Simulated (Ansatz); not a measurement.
A thin film of zinc blende GaAs is deposited stress-free at 850 K on a thick substrate of zinc blende InP and cooled to 300 K. Take the in-plane direction as the cubic or basal-plane axis of each crystal, and these free lattice constants from quasi-harmonic lattice dynamics on LDA in Ansatz (a program for electronic structure).

| crystal | a at 300 K (Å) | a at 850 K (Å) |
|---|---|---|
| GaAs | 5.61593 | 5.63808 |
| InP | 5.83790 | 5.85552 |

 Spin-orbit coupling is not included.

Task: What in-plane thermal strain does the film carry at 300 K, and is it tensile or compressive?

Result: With logarithmic strains ln(a_hot/a_300): left free, the film would shrink by 0.394 % and the substrate by 0.301 %. The film is held to the substrate, so its strain is 0.092 %: tensile. Plastic relief and phase changes are ignored.
